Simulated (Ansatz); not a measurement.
Consider Sb (space group R-3m, No. 166; a = 4.326 Å, c = 11.339 Å (hexagonal axes); layered; relaxed with 0.1 eV smearing). Axes: x lies along a and z along c of the hexagonal cell.

The values are results of plane-wave PAW DFT at the r2SCAN+rVV10 level (Ansatz, a quantum-chemistry and plane-wave program, 500 eV), no spin-orbit coupling, not measurements.

Base values:

```
Quantity            Value
---------------  --------
Volume per atom  30.63 Å³
```

The change: tensile biaxial strain of 4.22 % in the plane normal to [001], as in epitaxy on a mismatched substrate; the out-of-plane cell vector and the atoms relax.

Task: Predict the new volume per atom.

Result: The volume per atom goes up by 1.155 Å³ (30.63 Å³ → 31.79 Å³).

Whether these cells are dynamically stable was not tested.
